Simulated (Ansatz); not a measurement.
Base system: Sn in the diamond structure (space group Fd-3m, No. 227; a = 6.6562 Å; relaxed with 0.1 eV smearing).

Level of theory: PBE (Ansatz, a first-principles code, PAW, spin-orbit coupling left out).

For the base:

Pressure: 0.0 GPa

The change: an isotropic linear strain of −2.00 %; the atoms relax in the strained cell.

**Question.** What does the calculation give for the pressure and energy relative to the base after the change?

**Answer.** The pressure goes from zero to 2.5 GPa; the energy increases by 16 meV/atom.

Whether these cells are dynamically stable was not tested.
